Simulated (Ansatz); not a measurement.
## Hypothetical fluorite BeBr2, pressure series

Start from BeBr2 in the fluorite structure (space group Fm-3m, No. 225; a = 6.485 Å; a hypothetical phase, not in the database extracts checked).

Cell and atoms are relaxed at each pressure.

All numbers come from plane-wave PAW DFT at the PBE level (Ansatz, an electronic-structure program, 420 eV), no spin-orbit coupling.

Task: Only one of these keeps a band gap. Which?
A) pressure 60 GPa
B) pressure 45 GPa
C) pressure 9 GPa

Result: C, pressure 9 GPa. Computed: pressure 9 GPa: 0.51 eV; pressure 45 GPa: zero; pressure 60 GPa: zero

A case with no gap was solved on a k-mesh chosen for an insulator, which is coarse for it. Load acts through the strain it causes; cell and atoms are relaxed under it. Whether these cells are dynamically stable was not tested. No other phases were tried under pressure. All final runs are without spin polarisation. The zero or small gap of BeBr2 can change with the level of theory.
